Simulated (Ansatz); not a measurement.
# InP (model structure, started from the CdTe type, P6₄22, No. 181, 6 atoms in the cell)

All values below come from PBE (plane waves, PAW; Ansatz, an electronic-structure program).

Numerical settings: plane-wave cutoff 520 eV, 18×18×6 k mesh (along the axes of the cell as run), Fermi–Dirac smearing 0.05 eV, scalar-relativistic PAW data made under PBE.

Cell (relaxed with PBEsol):

InP is taken in the hexagonal space group P6₄22 (No. 181), Pearson symbol hP6. Cell: a = b = 4.1203 Å, c = 9.2498 Å, α = β = 90.00°, γ = 120.00°. In on 3c has 4 P at 2.573 Å. P on 3d is surrounded by 4 In at 2.573 Å. (Neighbours: up to the widest gap in distance over summed covalent radii, below 1.35, at either atom; cation-cation and far metal-metal contacts left out.)

band gap: 0.05 eV (under three smearing widths, so not firm)

Note: the relaxation could raise the start's symmetry but not lower it, so the cell can be a saddle point; cell and atoms aren't relaxed at this level (pressure 3.2 GPa).

Spin–orbit coupling is not included; it can close the smallest gap of 0.05 eV.

Static lattice: no zero-point or thermal effects.

The result took about 100 core-seconds (a rough figure).

A model structure was made by putting elements into a prototype or built by hand; it is no filed structure, need not be a known phase, and can be a saddle point held by its symmetry.
